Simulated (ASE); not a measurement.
BP (zinc blende), cell B32P32, begun in the crystal structure, above the temperature where the real material decomposes or loses its volatile element at ambient pressure [in the run: it stayed crystalline; mean temperature 1665 K (target 1650 K)]; MD at a mean temperature of 1665 K and a mean pressure of -0.4 GPa, 2.3 ps sampled (in preparation the cell's shape was held).

Q: Give the first peak of g(B-P); coordination of B (bonds up to B-P 2.78 Å); first peak of g(B-B) at the level ASE with the machine-learned potential CHGNet 0.3.0.

A: 
| Quantity | Result |
|---|---|
| first peak of g(B-P) | 1.95 Å, height 6.3 |
| coordination of B (bonds up to B-P 2.78 Å) | 4.00 (4-fold 100 %) |
| first peak of g(B-B) | 3.23 Å, height 4.1 |
